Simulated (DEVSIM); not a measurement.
System: Mo/Al2O3/SiO2/p-Si capacitor, at 300 K.

| layer (left to right) | material | thickness (nm) | Na (cm⁻³) |
|---|---|---|---|
| 1 | Al2O3 | 6.10 | - |
| 2 | SiO2 | 0.790 | - |
| 3 | Si | 4000 | 2.1e16 |

Metal gate on the left, work function 4.6 eV. Fixed charge at the semiconductor interface 0 cm⁻² (in units of +e); interface traps 1e11 cm⁻² eV⁻¹, uniform in energy, neutral level at 0.5 of the gap above the valence band.

The device is made up for the run: typed textbook-type constants, with dimensions and the other settings drawn at random. Values at 300 K.

```tsv
parameter	Al2O3	SiO2	Si
gap (eV)	6.8	9	1.124
affinity (eV)	1.35	0.9	4.05
permittivity	9	3.9	11.7
Nc (cm⁻³)	-	-	2.86e19
Nv (cm⁻³)	-	-	3.1e19
```

Simulated with DEVSIM: 1D Poisson equation in equilibrium, Boltzmann statistics, complete ionisation; no quantum confinement or tunnelling. Metal contacts follow the ideal Schottky-Mott rule: no Fermi-level pinning, no interface dipoles.

Question: Tabulate band edges, carrier densities and field at 0.1 V on the gate.

Answer: Energies count from the Fermi level of the right contact; mesh points crowd at the junctions.

| x (μm) | Ec (eV) | Ev (eV) | n (cm⁻³) | p (cm⁻³) | field (V/cm) |
|---|---|---|---|---|---|
| 0.000 | 3.150 | -3.650 | < 1e2 | < 1e2 | 68000 |
| 0.001296 | 3.159 | -3.641 | < 1e2 | < 1e2 | 68000 |
| 0.003251 | 3.172 | -3.628 | < 1e2 | < 1e2 | 68000 |
| 0.005175 | 3.185 | -3.615 | < 1e2 | < 1e2 | 68000 |
| 0.006449 | 3.647 | -5.353 | < 1e2 | < 1e2 | 160000 |
| 0.007058 | 0.505 | -0.619 | 9.5e10 | 1.2e9 | 51000 |
| 0.008727 | 0.513 | -0.611 | 6.9e10 | 1.7e9 | 51000 |
| 0.01490 | 0.544 | -0.580 | 2.1e10 | 5.6e9 | 49000 |
| 0.02712 | 0.601 | -0.523 | 2.3e9 | 5.1e10 | 45000 |
| 0.05562 | 0.715 | -0.409 | 2.7e7 | 4.2e12 | 36000 |
| 0.1182 | 0.875 | -0.249 | 58000 | 2.0e15 | 16000 |
| 0.3499 | 0.935 | -0.189 | 5500 | 2.1e16 | ≈ 0 |
| 0.8086 | 0.935 | -0.189 | 5500 | 2.1e16 | ≈ 0 |
| 1.879 | 0.935 | -0.189 | 5500 | 2.1e16 | ≈ 0 |
| 3.308 | 0.935 | -0.189 | 5500 | 2.1e16 | ≈ 0 |
| 3.698 | 0.935 | -0.189 | 5500 | 2.1e16 | ≈ 0 |
| 3.875 | 0.935 | -0.189 | 5500 | 2.1e16 | ≈ 0 |
| 3.951 | 0.935 | -0.189 | 5500 | 2.1e16 | ≈ 0 |
| 3.989 | 0.935 | -0.189 | 5500 | 2.1e16 | ≈ 0 |
| 4.000 | 0.935 | -0.189 | 5500 | 2.1e16 | ≈ 0 |
| 4.005 | 0.935 | -0.189 | 5500 | 2.1e16 | ≈ 0 |
| 4.007 | 0.935 | -0.189 | 5500 | 2.1e16 | ≈ 0 |
